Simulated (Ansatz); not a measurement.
CsH: element substitutions

Base system: CsH in the CsCl type structure (space group Pm-3m, No. 221; a = 3.813 Å; a model cell, its experimental status unchecked).

Each row replaces one element on all its sites; cell and atoms are relaxed.

All numbers come from r2SCAN (Ansatz, a first-principles code), no SOC.

```
variant  band gap  lattice parameter a
-------  --------  -------------------
base      3.18 eV              3.813 Å
H → Rb       zero              6.001 Å
Cs → Li   1.12 eV              2.501 Å
Cs → La      zero              3.252 Å
H → K        zero              5.817 Å
```

No phonon test of stability was made. As relaxed here, CsRb, LiH, LaH and CsK are hypothetical phases, not in the database extracts checked. All final runs are without spin polarisation.
